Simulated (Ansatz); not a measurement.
Consider a periodic stack without vacuum, tetragonal WSi2 (0 0 1) on 3C silicon carbide (0 0 1) (film strained to the substrate, started from cuts of the bulks and a machine-learned relaxation; slabs C5Si6 and W3Si8, which can lie off the formulas): substrate slab C5Si6, film W3Si8, surface cells [[1, 0], [1, 1]] and [[0, 1], [-1, 0]], film strained by -4.1 and -4.1 %, outermost planes Si/Si and Si/Si as cut, which need not be the usual terminations and can put a slab off its formula. Its start:

```xyz
22
Lattice="3.0971 0.0000 0.0055 0.0000 3.0971 0.1078 -0.2091 1.7458 28.6648" Properties=species:S:1:pos:R:3 pbc="T T T"
C     -0.1824     1.9258     2.2166
C     -0.1869     1.7123     6.6026
C      1.3671     3.3650     4.4610
C     -0.2055     1.5679    10.9883
C      1.3567     3.1825     8.8571
Si    -0.1800     3.4317     3.3890
Si     1.3554     1.9927     1.1484
Si    -0.1886     3.2207     7.7499
Si     1.3639     1.7720     5.5109
Si    -0.2402     3.0853    12.1118
Si     1.3481     1.5980     9.8715
W      2.5184     4.3877    20.9908
Si     1.2794     3.0575    13.9254
Si     2.5337     1.4620    15.3143
W      0.9880     2.9629    16.8005
Si     2.5231     1.3645    18.1544
Si     0.9715     2.8831    19.5234
Si     0.9697     2.7938    22.3463
Si     2.5311     4.3062    23.7171
W      0.9938     2.7034    25.0661
Si     2.5586     4.2016    26.5653
Si     1.0437     2.2894    27.9564
```

The start was prepared with a machine-learned potential, and the result is one local minimum, with the in-plane cell held and forces under 0.04 eV/Å; the film can end far from its bulk form.

Method: PBE (plane waves to 420 eV, PAW; Ansatz, a first-principles code). Scalar-relativistic, without spin–orbit coupling; the runs are not spin-polarised. Its k-point mesh 10×10×1, Fermi–Dirac width 0.05 eV.

### Question
Predict the relaxed interface.

### Answer
| Quantity | Value |
|---|---|
| interface area | 9.6 Å² |
| period | 27.81 Å |
| heights between the nearest atoms of the two slabs at the two interfaces | 1.78 and 1.78 Å |
| Si–Si contacts across the interfaces within 1.22 times the sum of covalent radii | 4, mean 2.36 Å |
